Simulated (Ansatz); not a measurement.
Base system: Hf in the hcp (Mg type) structure (space group P6_3/mmc, No. 194; a = 3.1591 Å, c = 4.9999 Å).

One thing is altered: a hydrostatic pressure of 30 GPa.

Levels (all Ansatz, a first-principles code, PAW): PBEsol (420 eV, without spin-orbit coupling); r2SCAN (500 eV, scalar-relativistic without spin-orbit coupling).

The geometry is relaxed with PBEsol.

| Quantity | Value |
|---|---|
| PBEsol pressure | 30.0 GPa |

Q: What does r2SCAN give at this geometry for the pressure?

A: The pressure goes up by 5.9 GPa, from 30.0 GPa to 35.9 GPa.

Single points use the geometry relaxed with PBEsol. Their cutoffs differ, which shifts pressures a little. Load acts through the strain it causes; cell and atoms are relaxed under it. Stability against distortions was not tested. Competing high-pressure phases were not computed. The final runs are not spin-polarised.
